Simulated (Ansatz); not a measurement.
Subject: the surface energy of the Nb60O20 slab, the mean of its two faces, with the listed reservoirs for the atoms in excess. Reaction: 60 Nb (bcc) + 10 O2 (gas) → cell A.

Cell A: a slab of composition Nb60O20 built on Nb (bcc, Im-3m) (110), with 52 atoms on that crystal's sites, 80 atoms, oblique cell of 8.60 × 11.82 Å (100.8 Å²), symmetry P1 within 0.02 Å, 11.1 Å thick under 16 Å of vacuum, in-plane vectors held at the crystal's; planes from bottom to top: Nb13 × 4 | O8 | Nb8O12, its two faces unlike (dipole correction applied); foreign atoms: O bound to 4 Nb at 1.96–2.28 Å; O bound to 4 Nb at 2.10–2.19 Å; O bound to 2 Nb at 1.84–2.09 Å; O bound to 3 Nb at 1.93–2.47 Å; O bound to 2 Nb at 1.93 Å; O bound to 4 Nb at 2.12–2.22 Å and others; spin state with PBE: run without spin, k-point mesh 4×3×1.
```xyz
80
Lattice="8.6034 0.0000 0.0000 -1.5932 11.7165 0.0000 0.0000 0.0000 27.4618" Properties=species:S:1:pos:R:3 pbc="T T T"
Nb     5.4628    11.1188     8.3704
Nb     6.4055     1.6349    10.6213
Nb     5.7026     3.8976    12.8631
Nb     5.1727     6.0985    15.1727
Nb     6.7315     6.6399     8.3444
Nb     6.1153     8.8996    10.6160
Nb     5.4776    11.1251    13.0323
Nb     6.3450     1.6869    15.3424
Nb     4.8367     1.1923     8.3771
Nb     4.1638     3.4441    10.5911
Nb     3.5450     5.7532    12.8960
Nb     3.0570     7.8938    15.3354
Nb     4.5087     8.4579     8.3677
Nb     3.8791    10.6828    10.6687
Nb     4.8007     1.1911    13.0261
Nb     3.9921     3.6382    15.2119
Nb     5.7834     3.9023     8.3471
Nb     5.1429     6.1846    10.5588
Nb     4.5436     8.4503    12.9874
Nb     3.9400    10.6904    15.6080
Nb     2.2812    10.2303     8.3848
Nb     3.2331     0.7390    10.6627
Nb     2.5434     2.9992    12.9598
Nb     1.8798     5.4008    15.2529
Nb     3.5463     5.7314     8.3644
Nb     2.9279     7.9972    10.6169
Nb     2.3106    10.2497    13.0717
Nb     3.2135     0.7460    15.6290
Nb     1.6529     0.3032     8.3738
Nb     0.9924     2.5349    10.6097
Nb     0.3373     4.8205    12.8626
Nb    -0.2189     6.9640    15.1756
Nb     1.3172     7.5351     8.3557
Nb     0.7038     9.7901    10.6441
Nb     1.6466     0.2962    13.0341
Nb     0.8579     2.6992    15.2815
Nb     2.5917     2.9792     8.3681
Nb     1.9485     5.2708    10.5708
Nb     1.3650     7.5425    12.9479
Nb     0.8031     9.7244    15.3947
Nb    -0.9013     9.3477     8.3670
Nb    -1.5404    11.5654    10.6390
Nb     7.9565     2.0596    12.9329
Nb     7.2494     4.4469    15.0456
Nb     0.3672     4.8084     8.3510
Nb    -0.2621     7.0935    10.5707
Nb    -0.8360     9.3539    12.9691
Nb    -1.5243    11.5743    15.3512
Nb     8.0183     2.0785     8.3568
Nb     7.3559     4.3486    10.5469
Nb     6.7528     6.6345    12.8658
Nb     6.2278     8.7920    15.3024
Nb    -0.2760     7.9193    18.5210
Nb     7.1300     4.3464    17.9560
O     -0.5949     8.4534    16.6651
O      7.6452     2.9310    16.4918
O      0.8673     9.3238    18.8525
O      6.6024     6.1674    18.3299
O      0.8778     6.4258    18.9868
Nb     2.0835     5.1249    18.2151
Nb     1.3203     1.9138    18.3768
O      2.2471     3.7794    16.5811
O      1.2430     1.0751    16.6080
O      3.6770     6.3078    18.8416
O      0.3582     3.8239    18.5906
O      2.8321     3.2368    19.0189
Nb     4.1914     1.8675    18.3801
Nb     2.2793    10.7232    18.1964
O      4.6023     2.1827    16.5042
O      2.4885     9.3785    16.6779
O      5.7744     3.2819    18.5817
O      2.6355     0.5654    19.0406
O      3.6275    11.9897    19.1749
Nb     5.2482    11.2822    18.2586
Nb     5.0057     7.6119    18.5666
O      5.9508    10.3056    16.7230
O      4.9161     7.6603    16.6604
O     -0.3149     0.7886    18.7031
O      4.2806     9.4488    18.7681
O      6.7165     8.3840    19.4184
```

Reference: Nb (bcc, Im-3m), 13 atoms in the cell, the relaxed perfect crystal repeated, atoms not moved again; spin state with PBE: run without spin, k-point mesh 4×3×15 on the run's own vectors.

Reference: an isolated O2 molecule (triplet) in a box of 11 × 11 × 13 Å.

Plane-wave PAW calculations with Ansatz (a first-principles code), its PAW set soft_1, cutoff 420 eV, 500 eV for r2SCAN. The structures are at rest with PBE, within the held lattices; other levels are single points on them. Neutral cells; Fermi-Dirac smearing of at most 0.10 eV in the solids, energies taken to zero width. The lattices are those relaxed with PBE or held as stated, so at other levels the solids can be strained, which adds to the spread. Larger cells are relaxed on a coarser mesh till forces fall under 0.03 eV/Å, which some starts already meet. A dispersion term (D3(BJ), or D4 for r2SCAN) was computed beside these levels and is taken off wherever the name lacks it. Space groups of crystals are read within 0.01 Å. Nuclei at rest; no vibrational terms. No structure search was made; lower ones may exist. No Hubbard U is applied. No correction for cell size.

Give the value at the level PBE.

-4.28 J/m², for 60 Nb (bcc) + 10 O2 (gas) → cell A.

What do the other levels give, and how wide is the spread?


| Level | value (J/m²) | less PBE |
|---|---|---|
| r2SCAN | -4.69 | -0.41 |

The levels shown span 0.41 J/m², from r2SCAN (-4.69) to PBE (-4.28).
